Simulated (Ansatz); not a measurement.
A computed series for Ga2O3: response to strain

Start from Ga$_{2}$O$_{3}$ in the corundum structure (space group R-3c, No. 167).

```yaml
crystal:
  lattice:
    - [2.52885, 1.46003, 4.54101]
    - [-2.52885, 1.46003, 4.54101]
    - [0.00000, -2.92006, 4.54101]
  atoms:
    - { symbol: Ga, position: [0.64416, 0.64416, 0.64416] }
    - { symbol: Ga, position: [0.14416, 0.14416, 0.14416] }
    - { symbol: Ga, position: [0.35584, 0.35584, 0.35584] }
    - { symbol: Ga, position: [0.85584, 0.85584, 0.85584] }
    - { symbol: O, position: [0.75000, 0.44687, 0.05313] }
    - { symbol: O, position: [0.05313, 0.75000, 0.44687] }
    - { symbol: O, position: [0.25000, 0.55313, 0.94687] }
    - { symbol: O, position: [0.55313, 0.94687, 0.25000] }
    - { symbol: O, position: [0.94687, 0.25000, 0.55313] }
    - { symbol: O, position: [0.44687, 0.05313, 0.75000] }
```

Cartesian axes are those of the cell as printed.

Strains are applied to the cell and any free atomic positions relax.

Method: PBE/PAW in Ansatz (a quantum-chemistry and plane-wave program), without spin-orbit coupling.

Candidates:
(a) uniaxial strain ε_zz = −0.75 %
(b) uniaxial strain ε_zz = −3.00 %
(c) uniaxial strain ε_zz = −2.25 %

Before the change:

| Item | Value |
|---|---|
| Band gap | 2.40 eV |

Q: Order them by band gap, highest first.

A: (b) uniaxial strain ε_zz = −3.00 % (2.64 eV), (c) uniaxial strain ε_zz = −2.25 % (2.59 eV), (a) uniaxial strain ε_zz = −0.75 % (2.47 eV)

No phonon test of stability was made.
